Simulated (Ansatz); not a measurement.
Base system: GaN in the zinc blende structure (space group F-43m, No. 216; a = 4.4979 Å). Axes: x, y, z lie along the cube axes.

Method: Ansatz (a first-principles code), r2SCAN, PAW, cutoff 500 eV, spin-orbit coupling left out.

Strains are applied to the cell and any free atomic positions relax; under biaxial strain the out-of-plane vector relaxes too.

One change was made to it. Results:

The pressure (mean of the normal stresses, compression positive) goes from zero to 32.3 kbar; the valence-band top at Γ (three highest levels, from the VBM) becomes 0.00, 0.00, -0.10 eV (base: 0.00, 0.00, 0.00 eV); the band gap rises by 0.066 eV, from 2.17 eV to 2.23 eV.

### Question
What was done to the base?
A) strain tensor (xx, yy, zz, yz, xz, xy) = (+1.25, +0.78, −0.36, −0.16, −0.86, −0.28) %
B) biaxial strain −1.01 %, plane normal [111], relaxed out of plane
C) uniaxial strain ε_yy = −4.17 %

### Answer
B, biaxial strain −1.01 %, plane normal [111], relaxed out of plane. For comparison, the band gap in the other runs: strain tensor (xx, yy, zz, yz, xz, xy) = (+1.25, +0.78, −0.36, −0.16, −0.86, −0.28) % gives 1.98 eV; uniaxial strain ε_yy = −4.17 % gives 2.33 eV.

Gaps are Kohn–Sham eigenvalue differences; semilocal functionals usually give less than the measured gap. Whether these cells are dynamically stable was not tested. This is not the structure that GaN has at room temperature and ambient pressure.
